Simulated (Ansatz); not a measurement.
# WC: transverse stress against strain

WC (WC type, P-6m2, 10.416 Å³/atom and stress up to 0.01 GPa in the relaxed cell, c along z) under a strain ε along a direction in the basal plane (axis x), the other axes held. r2SCAN in Ansatz, a plane-wave DFT program (PAW, default set), 500 eV, 23×23×20 Γ-centred mesh, Fermi-Dirac smearing 0.10 eV; ions are relaxed, or left where forces stay under 0.02 eV/Å, within the symmetry of each cell. Stress is positive for a compressed cell.

Here s stands for strain and y for stress zz.

| strain (%) | stress zz (GPa) |
|---|---|
| -3.00 | ? |
| -1.50 | 2.70 |
| -1.00 | 1.78 |
| -0.50 | 0.88 |
| 0.00 | 0.00 |
| 0.50 | -0.86 |
| 1.00 | -1.69 |
| 1.50 | -2.51 |

The 7 complete rows are fitted with a straight line, y against s. Means: s 0, y 0.043. About the means, the sum of products is -12.155 and the sum of squares of s is 7.0000; the slope is their ratio. Least squares gives y = 0.043 - 1.7364·s. Residuals (row less fit): 0.052, 0.001, -0.031, -0.043, -0.035, 0.003, 0.052; standard error 0.043 (degrees of freedom: 5). The slope gives the elastic constant C13 = about 170 GPa.

Q: Predict the withheld y at s = -3.00 from the fit, and compare with the calculation.

A: y = 0.043 - 1.7364 × (-3.0) = 5.252 GPa. The calculation gives 5.59 GPa, 0.338 GPa above the prediction (4.2 % of the range of y in the table). The row lies outside the fitted rows, so this is an extrapolation. From the scatter of the fitted rows alone, a prediction at this place has a standard error of 0.068 GPa, so the miss is 5.0 times that.

A polynomial of degree 2 through the 12 other runs of the series gives 5.59 there, so most of the miss is curvature that the fit leaves out. In a metal these values are sensitive to mesh and smearing; energies are taken to zero smearing, stresses follow the free energy. Spin-orbit coupling is left out, which can shift these values for the heavy elements here. Rows are the converged runs of the series near zero and its far end; series whose fitted rows scatter by over a few per cent of the range, as at a crossing or softening among them, aren't shown in this form, nor equations of state whose B0' disagrees with the runs' pressures. Most that stay on the fit to the last digits aren't either.
